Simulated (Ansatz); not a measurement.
Ta2B2Si (model structure, started from the Ti2InB2 type, P-6m2, No. 187, 5 atoms in the cell): properties by level of theory

```
level (code)     equilibrium lattice constant a (Å)  c axis length (Å)  bulk modulus (GPa)  cohesive energy (eV/atom)
---------------  ----------------------------------  -----------------  ------------------  -------------------------
LDA (Ansatz)                                    [?]              6.865                 [?]                        [?]
PBE (Ansatz)                                  3.160                [?]                 238                        [?]
r²SCAN (Ansatz)                                 [?]              6.908                 [?]                       7.22
```

**Question.** Complete the blanks.

**Answer.** 
- LDA (Ansatz, a quantum-chemistry and plane-wave program), equilibrium lattice constant a (Å): 3.115
- LDA (Ansatz), bulk modulus (GPa): 261
- LDA (Ansatz), cohesive energy (eV/atom): 8.42
- PBE (Ansatz), c axis length (Å): 6.959
- PBE (Ansatz), cohesive energy (eV/atom): 7.27
- r²SCAN (Ansatz), equilibrium lattice constant a (Å): 3.152
- r²SCAN (Ansatz), bulk modulus (GPa): 250

Caveats: the bulk modulus is −V dP/dV from two relaxed cells at ±2 % in volume (LDA, PBE, r²SCAN). Ansatz's density-functional and Hartree–Fock values are scalar-relativistic unless marked +SOC, with PAW data made under PBE.

Free atoms are spin-polarised, in the lowest state found; at levels without +SOC their spin–orbit coupling is left out.

A model structure was made by putting elements into a prototype or built by hand; it is no filed structure, need not be a known phase, and can be a saddle point held by its symmetry.
